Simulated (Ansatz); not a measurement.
TaN (P6/mmm, No. 191, 6 atoms in the cell; start COD 9008975; the formula has other measured phases), treated with LDA in Ansatz (plane waves, PAW).

Numerical settings: plane-wave cutoff 520 eV, 12×12×20 k mesh (along the axes of the cell as run), Fermi–Dirac smearing 0.05 eV, scalar-relativistic PAW data made under PBE.

Cell (relaxed at this level):

```
CELL_PARAMETERS angstrom
      5.16463     0.00000     0.00000
     -2.58231     4.47270     0.00000
      0.00000     0.00000     2.88991
ATOMIC_POSITIONS crystal
  Ta 0.00000 0.00000 0.00000
  Ta 0.33333 0.66667 0.50000
  Ta 0.66667 0.33333 0.50000
  N  0.50000 0.00000 0.00000
  N  0.50000 0.50000 0.00000
  N  0.00000 0.50000 0.00000
```

Question: What does this level give for the bulk modulus?

Answer: 
bulk modulus: 314 GPa

The run finds no gap.

Note: the bulk modulus is −V dP/dV from two relaxed cells at ±2 % in volume; the relaxation could not lower the start's symmetry, so the cell can be a saddle point above a distorted one.

Spin–orbit coupling is not included; it can open a gap where bands touch, and shift volumes and moduli.

Ansatz is a quantum-chemistry and plane-wave program.
